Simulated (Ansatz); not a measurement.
A set of cells, compared by their Bader charge of Cl.

Cell A: NaCl (rock salt, Fm-3m), 2 atoms in the cell, k-point mesh 10×10×10 on the run's own vectors.
```yaml
crystal:
  lattice:
    - [0.00000, 2.84747, 2.84747]
    - [2.84747, 0.00000, 2.84747]
    - [2.84747, 2.84747, 0.00000]
  atoms:
    - { symbol: Na, position: [0.00000, 0.00000, 0.00000] }
    - { symbol: Cl, position: [0.50000, 0.50000, 0.50000] }
```

Cell B: AgCl (rock salt, Fm-3m), 2 atoms in the cell, k-point mesh 10×10×10 on the run's own vectors.
```cif
data_Ag4Cl4
_chemical_formula_sum 'Ag4 Cl4'
_space_group_name_H-M_alt 'Fm-3m'
_space_group_IT_number 225
_space_group_name_Hall '-F 4 2 3'
_cell_length_a 5.61199
_cell_length_b 5.61199
_cell_length_c 5.61199
_cell_angle_alpha 90.000
_cell_angle_beta 90.000
_cell_angle_gamma 90.000
loop_
_atom_site_label
_atom_site_type_symbol
_atom_site_symmetry_multiplicity
_atom_site_Wyckoff_symbol
_atom_site_fract_x
_atom_site_fract_y
_atom_site_fract_z
_atom_site_occupancy
Ag1 Ag 4 a 0.00000 0.00000 0.00000 1
Cl1 Cl 4 b 0.50000 0.50000 0.50000 1
```
(The calculation used a cell of 2 atoms; values per cell refer to that cell.)

All numbers come from Ansatz (an electronic-structure program), plane waves with PAW, its default PAW set, cutoff 420 eV, 500 eV for r2SCAN. The structures are at rest with PBE; other levels are single points on them. HSE06 runs on coarser k-point meshes. Neutral cells; Fermi-Dirac smearing of at most 0.05 eV in the solids, energies taken to zero width. The lattices are those relaxed with PBE, so at other levels the solids can be strained, which adds to the spread. A dispersion term ran beside these levels; it doesn't touch the electrons. Electrons of density maxima off the nuclei are shared among the atoms. Mean over the atoms, with the range where they differ; positive means electrons lost.

**Question.** Predict the Bader charge of Cl (e) of each cell with PBE.

**Answer.** 
```
system    PBE
------  -----
A       -0.87
B       -0.58
```

With PBE the value of B exceeds that of A by 0.29 e.

**Question.** And at the other levels?

**Answer.** 
```json
[
 {"system": "A", "r2SCAN": "-0.89", "HSE06": "-0.88"},
 {"system": "B", "r2SCAN": "-0.63", "HSE06": "-0.63"}
]
```

With r2SCAN the value of B exceeds that of A by 0.26 e. With HSE06 the value of B exceeds that of A by 0.25 e.
